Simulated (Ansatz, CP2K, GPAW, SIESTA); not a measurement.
# NaSbF6 (Fm-3m, 8 atoms in the cell) computed with different codes at matched settings

Band-structure calculation.

```
CELL_PARAMETERS angstrom
      0.00000     4.10773     4.10773
      4.10773     0.00000     4.10773
      4.10773     4.10773     0.00000
ATOMIC_POSITIONS crystal
  Na 0.50000 0.50000 0.50000
  Sb 0.00000 0.00000 0.00000
  F  0.77128 0.77128 0.22872
  F  0.22872 0.22872 0.77128
  F  0.22872 0.77128 0.77128
  F  0.77128 0.22872 0.22872
  F  0.77128 0.22872 0.77128
  F  0.22872 0.77128 0.22872
```

Shared settings, as Ansatz (a quantum-chemistry and plane-wave program) writes them: kpoints.mp_grid.grid = 5 5 5; scf.occupations.method = fermi_dirac; scf.occupations.width = 0.01 eV. Potentials and cutoffs stand in the table.

| code | model | gap along the path (eV) | smallest direct gap (eV) | cutoff |
|---|---|---|---|---|
| Ansatz | LDA (PW92), default PAW files made with PBE | 5.32 | 5.32 | 420 eV |
| GPAW | LDA (Perdew-Wang 92), GPAW PAW datasets LDA (gpaw-data 1.0.1) | 5.30 | 5.30 | 950 eV |
| CP2K | LDA (Pade form), GPW, DZVP-MOLOPT-SR-GTH basis, GTH-PADE potentials (GTH_POTENTIALS) | 5.08 | 5.08 | grid 950 Ry |
| SIESTA | LDA PW92, numerical atomic orbitals TZP, PseudoDojo LDA standard norm-conserving potentials (rewritten from UPF to PSML) | 4.90 | 4.90 | grid 400 Ry |

On Ansatz's run: spin-orbit coupling is off.

The spread over the programs that give each value: gap along the path within 0.42 eV; smallest direct gap within 0.42 eV.

CP2K and SIESTA use small atom-centred bases, whose incompleteness enters pressures, forces and empty levels differently from a plane-wave cutoff.

In the gap along the path, CP2K and SIESTA stand apart from the plane-wave programs.

The starting cell comes from a database of computed structures (which also holds hypothetical and non-ambient phases and stackings), without a prior relaxation at this level. Its lattice was rescaled by a random factor within 2.5 % of one.

Left out of this page: Quantum ESPRESSO (not drawn, or without a comparable value).

Keys are those of Ansatz 0.2.
